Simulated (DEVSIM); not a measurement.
Device: Ti/SiO2/n-Si capacitor, at 300 K.

```tsv
layer (left to right)	material	thickness (nm)	Nd (cm⁻³)
1	SiO2	2.30	-
2	Si	3300	3e16
```

Metal gate on the left, work function 4.33 eV. Fixed charge at the semiconductor interface 0 cm⁻² (in units of +e); interface traps 4.2e11 cm⁻² eV⁻¹, uniform in energy, neutral level at 0.3 of the gap above the valence band.

The device is made up for the run: typed textbook-type constants, with dimensions and the other settings drawn at random. Values at 300 K; Nc and Nv go as T^1.5, mobilities as T to minus their exponent, the gap by Varshni's rule with the affinity fixed.

```tsv
parameter	SiO2	Si
gap (eV)	9	1.124
affinity (eV)	0.9	4.05
permittivity	3.9	11.7
Nc (cm⁻³)	-	2.86e19
Nv (cm⁻³)	-	3.1e19
Varshni α (eV/K)	-	0.000473
Varshni β (K)	-	636
```

DEVSIM, 1D Poisson equation in equilibrium, Boltzmann statistics, complete ionisation; no quantum confinement or tunnelling. Metal contacts follow the ideal Schottky-Mott rule: no Fermi-level pinning, no interface dipoles.

Base results: flat-band voltage (V) 0.13; capacitance of the dielectric stack (μF/cm²) 1.50; minimum of the low-frequency capacitance (μF/cm²) 0.121; threshold voltage (band bending 2φF) (V) -0.73.

Task: What follows from this one change: temperature 300 → 250 K?

Result: flat-band voltage 0.13 → 0.17 V; capacitance of the dielectric stack little changed (1.50 μF/cm²); minimum of the low-frequency capacitance 0.121 → 0.117 μF/cm²; threshold voltage (band bending 2φF) -0.73 → -0.78 V.

Task: What follows from this one change: interface trap density 4.2e+11 → 0 cm^-2 eV^-1?

Result: flat-band voltage 0.13 → 0.10 V; capacitance of the dielectric stack little changed (1.50 μF/cm²); minimum of the low-frequency capacitance 0.121 → 0.0612 μF/cm²; threshold voltage (band bending 2φF) little changed (-0.72 V).

Task: What follows from this one change: substrate doping 3e+16 → 3e+15 cm^-3?

Result: flat-band voltage 0.13 → 0.07 V; capacitance of the dielectric stack little changed (1.50 μF/cm²); minimum of the low-frequency capacitance 0.121 → 0.0847 μF/cm²; threshold voltage (band bending 2φF) -0.73 → -0.63 V.

Task: What follows from this one change: SiO2 thickness 0.0023 → 0.0016 μm?

Result: flat-band voltage little changed (0.12 V); capacitance of the dielectric stack 1.50 → 2.16 μF/cm²; minimum of the low-frequency capacitance 0.121 → 0.123 μF/cm²; threshold voltage (band bending 2φF) -0.73 → -0.71 V.

Task: What follows from this one change: fixed charge 0 → 1.8e+12 cm^-2?

Result: flat-band voltage 0.13 → -0.06 V; capacitance of the dielectric stack little changed (1.50 μF/cm²); minimum of the low-frequency capacitance little changed (0.121 μF/cm²); threshold voltage (band bending 2φF) -0.73 → -0.92 V.

Task: What follows from this one change: gate work function 4.33 → 4.48 eV?

Result: flat-band voltage 0.13 → 0.28 V; capacitance of the dielectric stack little changed (1.50 μF/cm²); minimum of the low-frequency capacitance little changed (0.121 μF/cm²); threshold voltage (band bending 2φF) -0.73 → -0.58 V.
